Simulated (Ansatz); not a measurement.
Start from NiSi2 (space group Fm-3m, No. 225; a = 5.3899 Å; non-magnetic).

Structures relaxed with PBEsol (Ansatz, a quantum-chemistry and plane-wave program; PAW; 420 eV plane waves; without spin-orbit coupling).

Base:

Simulated powder pattern, Mo Kα, λ = 0.71073 Å (kinematic, ideal powder, no thermal factors, no anomalous dispersion; the 8 strongest lines at most, above 2 %, up to 2θ = 40°):

```tsv
2θ (°)	I/Imax (%)	hkl
13.11	73	(111)
21.50	100	(220)
25.26	35	(311)
30.58	17	(400)
33.40	13	(331)
37.69	33	(422)
```

Now apply this change: every Si is replaced by Cd, then cell and atoms are relaxed.

After the change:

Simulated powder pattern, Mo Kα, λ = 0.71073 Å (kinematic, ideal powder, no thermal factors, no anomalous dispersion; the 8 strongest lines at most, above 2 %, up to 2θ = 40°):

```tsv
2θ (°)	d (Å)	I/Imax (%)	hkl
11.64	3.504	12	(111)
13.45	3.035	39	(200)
19.07	2.146	100	(220)
23.41	1.752	12	(222)
27.09	1.517	18	(400)
30.36	1.357	16	(420)
33.34	1.239	35	(422)
38.69	1.073	11	(440)
```

The indices refer to each structure's own conventional cell; one index is shown for lines that coincide.

Whether these cells are dynamically stable was not tested. As relaxed here, Cd2Ni is a hypothetical phase, not in the database extracts checked. Seeded moments were not kept for Si → Cd and the base. The final runs are not spin-polarised.
